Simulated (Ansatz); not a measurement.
**CoPdO2 under a change: isotropic strain −3.19 %**

The parent structure is CoPdO2 (space group R-3m, No. 166; a = 2.8253 Å, c = 17.7618 Å (hexagonal axes); not spin-polarised; relaxed with 0.1 eV smearing).

The change: an isotropic linear strain of −3.19 %, atoms relaxed at fixed cell.

Computed with r2SCAN, PAW, 500 eV (Ansatz, a quantum-chemistry and plane-wave program; spin-orbit coupling left out), earlier PAW set. Γ-centred 21×21×21 mesh, Fermi–Dirac width 0.1 eV.

Volume per atom: 9.28 Å³ (base 10.23 Å³)
Space group: R-3m (No. 166) (base R-3m (No. 166))
Shortest interatomic distance: 183.8 pm (base 189.2 pm)
Energy relative to the base (free energy F): +78 meV/atom
Band gap: zero (base zero)
Largest internal atomic displacement: 0.012 Å

Final structure:

```yaml
crystal:
  lattice:
    - [1.36756, 0.78956, 5.73173]
    - [-1.36756, 0.78956, 5.73173]
    - [0.00000, -1.57913, 5.73173]
  atoms:
    - { symbol: Pd, position: [0.00000, 0.00000, 0.00000] }
    - { symbol: Co, position: [0.50000, 0.50000, 0.50000] }
    - { symbol: O, position: [0.11200, 0.11200, 0.11200] }
    - { symbol: O, position: [0.88800, 0.88800, 0.88800] }
```

No phonon test of stability was made. Starting moments died away, wholly or in part, for the base; another magnetic solution may exist. No Hubbard U is applied and the magnetic state is the run's own (CoPdO2 not spin-polarised; CoPdO2 non-magnetic); small cells can't hold the antiferromagnetic order that many such compounds have, so gaps and moments can be off. All final runs are without spin polarisation. An odd electron count without spin: CoPdO2.
